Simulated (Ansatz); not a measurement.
In2O3 (model structure, started from the Al2S3 type, C2/c, No. 15, 10 atoms in the cell) was calculated with HSE06 (PAW; Ansatz, a first-principles code).

Run with plane-wave cutoff 460 eV, 4×4×6 k mesh (along the axes of the cell as run), Fermi–Dirac smearing 0.01 eV, scalar-relativistic PAW data made under PBE.

Cell (relaxed with PBEsol):

```yaml
crystal:
  lattice:
    - [5.86138, -3.27109, 0.05689]
    - [5.86138, 3.27109, 0.05689]
    - [-3.75694, 0.00000, 4.53640]
  atoms:
    - { symbol: In, position: [0.95019, 0.15725, 0.40293] }
    - { symbol: In, position: [0.15725, 0.95019, 0.90293] }
    - { symbol: In, position: [0.62615, 0.83320, 0.44709] }
    - { symbol: In, position: [0.83320, 0.62615, 0.94709] }
    - { symbol: O, position: [0.09185, 0.27113, 0.86957] }
    - { symbol: O, position: [0.27113, 0.09185, 0.36957] }
    - { symbol: O, position: [0.85185, 0.93154, 0.92501] }
    - { symbol: O, position: [0.93154, 0.85185, 0.42501] }
    - { symbol: O, position: [0.51227, 0.69155, 0.98044] }
    - { symbol: O, position: [0.69155, 0.51227, 0.48044] }
```

Problem. Predict the band gap.

Solution. 
- band gap = 2.68 eV

Note: the relaxation could raise the start's symmetry but not lower it, so the cell can be a saddle point; cell and atoms aren't relaxed at this level (largest force component 0.14 eV/Å, pressure -1.0 GPa).

Spin–orbit coupling is not included.

Computed values are for the static lattice.

Computing time: about 29 core-minutes (a rough figure).

A model structure was made by putting elements into a prototype or built by hand; it is no filed structure, need not be a known phase, and can be a saddle point held by its symmetry.
